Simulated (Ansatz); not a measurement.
The starting structures come from a database of crystals and need not be the phases stable at ambient conditions.

Evanescent states of BP (P6_3mc, wurtzite, 4 atoms a cell, 11.6 Å³ an atom) along the normal of (001)

Level of theory: r2SCAN (plane waves, PAW; Ansatz, a quantum-chemistry and plane-wave program).

The gap is the functional's own. No spin-orbit coupling. Mid-gap values are those at the computed energy nearest the middle.

Energies count from the valence-band top; κ is the least over a 12×12 mesh across the current.

| E (eV) | κ (1/Å) | where |
|---|---|---|
| 0.04 | 0.070 | Γ |
| 0.10 | 0.120 | Γ |
| 0.17 | 0.134 | Γ |
| 0.24 | 0.139 | Γ |
| 0.32 | 0.145 | Γ |
| 0.39 | 0.150 | Γ |
| 0.46 | 0.155 | Γ |
| 0.53 | 0.159 | Γ |
| 0.59 | 0.163 | Γ |
| 0.67 | 0.166 | Γ |
| 0.73 | 0.164 | off Γ |
| 0.81 | 0.152 | off Γ |
| 0.88 | 0.137 | off Γ |
| 0.94 | 0.121 | off Γ |
| 1.01 | 0.102 | off Γ |
| 1.08 | 0.078 | off Γ |
| 1.16 | 0.042 | off Γ |

Question: How thick must the barrier be to attenuate the transmission by 10^8 when the electrodes' Fermi level lies at 0.39 eV, and what attenuation does that film give at 0.24 eV?

Answer: d = 8 ln 10 / (2 × 0.150) = 61.4 Å. At 0.24 eV it gives 8 × 0.139/0.150 = 7.4 decades.
